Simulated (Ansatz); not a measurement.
A computed series for HgTe: response to strain

The reference is HgTe in the zinc blende structure (space group F-43m, No. 216).

```xyz
2
Lattice="0.0000 3.2549 3.2549 3.2549 0.0000 3.2549 3.2549 3.2549 0.0000" Properties=species:S:1:pos:R:3 pbc="T T T"
Hg     0.0000     0.0000     0.0000
Te     1.6274     1.6274     1.6274
```

Strains are applied to the cell and any free atomic positions relax.

The values are results of PBEsol, PAW, 420 eV (Ansatz, an electronic-structure program; scalar-relativistic without spin-orbit coupling), not measurements.

Candidates:
(a) isotropic strain −3.00 %
(b) isotropic strain −0.50 %
(c) isotropic strain +2.50 %

Notes on the quantities. energy relative to the base: free energy F.

**Question.** Order them by energy relative to the base, highest first.

**Answer.** (a) isotropic strain −3.00 % (+42 meV/atom), (c) isotropic strain +2.50 % (+23 meV/atom), (b) isotropic strain −0.50 % (+1.0 meV/atom)

The mesh was chosen for an insulator and is coarse for the gapless case. No phonon test of stability was made. The final runs are not spin-polarised.
